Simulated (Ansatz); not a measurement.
System: cubic perovskite BaHfO₃. Method: r²SCAN (Ansatz, a first-principles code, plane waves, PAW).

Settings: plane-wave cutoff 600 eV, 6×6×6 k mesh, finite displacements, scalar-relativistic PAW data made under PBE.

Computed at the level's own relaxed cell.

```yaml
crystal:
  lattice:
    - [4.17713, 0.00000, 0.00000]
    - [0.00000, 4.17713, 0.00000]
    - [0.00000, 0.00000, 4.17713]
  atoms:
    - { symbol: Ba, position: [0.00000, 0.00000, 0.00000] }
    - { symbol: Hf, position: [0.50000, 0.50000, 0.50000] }
    - { symbol: O, position: [0.50000, 0.00000, 0.50000] }
    - { symbol: O, position: [0.00000, 0.50000, 0.50000] }
    - { symbol: O, position: [0.50000, 0.50000, 0.00000] }
```

Harmonic phonon frequencies (cm⁻¹; i marks an imaginary mode; at Γ without the LO shift):

| q point | frequencies |
|---|---|
| Γ | 0 0 0 110 110 110 195 195 195 219 219 219 519 519 519 |
